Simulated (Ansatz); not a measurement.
Consider FeO in the rock salt structure (space group Fm-3m, No. 225; a = 4.246 Å; ferromagnetic).

All numbers come from DFT with PBEsol, PAW potentials and a 420 eV plane-wave cutoff in Ansatz (an electronic-structure program), spin-orbit coupling left out.

Base values:

```
Quantity                     Value
-------------------  -------------
Magnetic state       ferromagnetic
Largest site moment        3.42 μB
Lattice parameter a        4.246 Å
```

Perturbation: cell and atoms relaxed at a pressure of 60 GPa.

What does the calculation give for the magnetic state, largest site moment and lattice parameter a after the change?

The magnetic state stays ferromagnetic; the largest site moment falls by 0.79 μB (3.42 μB → 2.63 μB); the lattice parameter a shrinks by 0.320 Å (4.246 Å → 3.926 Å).

Load acts through the strain it causes; cell and atoms are relaxed under it. No phonon test of stability was made. No other phases were tried under pressure. No Hubbard U is applied and the magnetic state is the run's own (FeO ferromagnetic); other magnetic orders, which need larger cells, were not tried and can change the gap. In its common phase, real FeO is an antiferromagnetic insulator at low temperature.
